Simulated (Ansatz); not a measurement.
Sn2S3 (Pnma, No. 62) was calculated with r²SCAN (plane waves, PAW; Ansatz, a program for electronic structure).

Run with plane-wave cutoff 500 eV, 6×10×4 k mesh (along the axes of the cell as run), Fermi–Dirac smearing 0.05 eV, scalar-relativistic PAW data made under PBE.

Cell (relaxed at this level):

Space group Pnma (No. 62); a = 9.1750 Å, b = 3.7591 Å, c = 14.4335 Å, α = β = γ = 90.00°

| atom | site | symmetry | x | y | z |
|---|---|---|---|---|---|
| Sn | 4c | .m. | 0.1584 | 0.2500 | 0.0514 |
| Sn | 4c | .m. | 0.0342 | 0.2500 | 0.6657 |
| S | 4c | .m. | 0.0213 | 0.2500 | 0.8958 |
| S | 4c | .m. | 0.1691 | 0.2500 | 0.4986 |
| S | 4c | .m. | 0.2774 | 0.2500 | 0.2088 |

Task: Predict the band gap.

Result: 
* **band gap**: 1.03 eV (on the SCF k mesh)

Note: the relaxation could not lower the start's symmetry, so the cell can be a saddle point above a distorted one; the volume lies 7 % above that of the published cell.

Spin–orbit coupling is not included.

Static lattice: no zero-point or thermal effects.

Cost on a shared machine: very roughly 27 core-minutes.
